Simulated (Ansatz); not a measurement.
Take SnTe in the rock salt structure (space group Fm-3m, No. 225; a = 6.289 Å) as the base. Axes: x, y, z lie along the cube axes.

Calculations: Ansatz (a quantum-chemistry and plane-wave program) PBEsol, no SOC.

Base values:

- Pressure: 0.0 GPa
- Volume per atom: 31.09 Å³

Modification: biaxial strain −1.67 %, plane normal [111], relaxed out of plane (Cartesian); in-plane vectors clamped, the third vector and the atoms free.

**Question.** What happens to the energy relative to the base?

**Answer.** The energy grows by 3.7 meV/atom.

**Question.** Predict the new pressure.

**Answer.** The pressure (mean of the normal stresses, compression positive) goes from zero to 0.8 GPa.

**Question.** Estimate the effect on the volume per atom.

**Answer.** The volume per atom drops by 0.50 Å³ to 30.59 Å³.

No phonon test of stability was made. The final runs are not spin-polarised.
